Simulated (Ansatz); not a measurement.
We consider Rb₂Te (Fm-3m, No. 225, 3 atoms in the cell; start mp-441), described by dielectric-dependent PBEsol hybrid (Ansatz, a first-principles code, plane waves, PAW).

The input as run:

Ansatz 0.2 input:
```yaml
crystal:
  lattice:
    - [0.0, 4.2163550151, 4.2163550151]
    - [4.2163550151, 0.0, 4.2163550151]
    - [4.2163550151, 4.2163550151, 0.0]
  atoms:
    - { symbol: Rb, position: [0.25, 0.25, 0.25] }
    - { symbol: Rb, position: [0.75, 0.75, 0.75] }
    - { symbol: Te, position: [0.0, 0.0, 0.0] }
  host: atoms
basis:
  ecutwfc: 460
  ecutrho_ratio: 4
  xc_grid: 2
kpoints:
  mp_grid: { grid: [6, 6, 6] }
hamiltonian:
  xc:
    exchange: pbesol
    correlation: pbesol
    exx: { coeff: inverse_dielectric }
  dispersion: none
  pseudopotentials: { kind: paw }
scf:
  occupations: { method: fermi_dirac, width: 0.01 }
  convergence: { dr2_threshold: 0.0000000003 }
output:
  forces: true
  stress: true
  eigenvalues: true
```

The run printed, among other lines:

```
WARN output.stress: scf.exx.energy_threshold = 1e-6 eV is looser than the 3e-8 eV advised for a stress under a hybrid functional (1e-8 eV for each atom of the …
Crystal: 3 atoms, lattice volume = 149.914 Å³
Basis set: ecut = 460 eV, 3383 PW (Γ), exchange–correlation on 90×90×90 points (8 copies of the dense FFT grid, shifted against one another)
Bands: 21, of which v1, the nominal top of the filled ones, is band 17 counted from 1 (16 counted from 0)
Symmetry: 48 space group operations
Space group: Fm-3m (ITA 225), of the structure as read, at distance tolerance 5.3e-5 Å
k-points: 16 of 216
SCF iter   1: F=—  HF=-13338.447343 eV  |F-HF|=—  |Δ(HF+E_count)|=         —  Δρ=1.36e-3  dr2=3.30e-3
SCF iter   2: F=—  HF=-13338.447968 eV  |F-HF|=—  |Δ(HF+E_count)|=   6.26e-4  Δρ=5.83e-4  dr2=3.78e-4
  ...
Crystal: 3 atoms, lattice volume = 149.914 Å³
Initial density: handed on by an earlier stage of this run
Functional: x = 0.7155968671985964 pbesol(κ = 0.804, μ = 0.12345679012345678) + 0.2844031328014036 exact, c = pbesol(β = 0.046)
Crystal: 3 atoms, lattice volume = 149.914 Å³
SCF iter   5: F=—  HF=-13405.907857 eV  |F-HF|=—  |Δ(HF+E_count)|=   1.26e-8  Δρ=4.11e-7  dr2=5.37e-10
SCF iter   6: F=-13405.907857 eV  HF=-13405.907857 eV  |F-HF|=1.46e-11  |Δ(HF+E_count)|=  8.64e-10  Δρ=1.60e-7  dr2=9.61e-11
SCF 3 converged in 6 iterations: F = -13405.907857 eV  dr2 = 9.61e-11
Free energy (F): -13405.907857 eV
Internal energy: -13405.907857 eV  (E = F + TS)
E sigma→0 (E₀):  -13405.907857 eV
Fermi energy:    3.726483 eV
--- Stress (GPa, compression-positive) ---
       -0.005221      -0.000000       0.000000
       -0.000000      -0.005221       0.000000
        0.000000       0.000000      -0.005221
  P = ⅓ Tr σ = -0.0052 GPa (-0.052 kbar)
```

The PAW data were made under PBE.

A start named mp-… is a Materials Project structure, which need not be a measured phase.
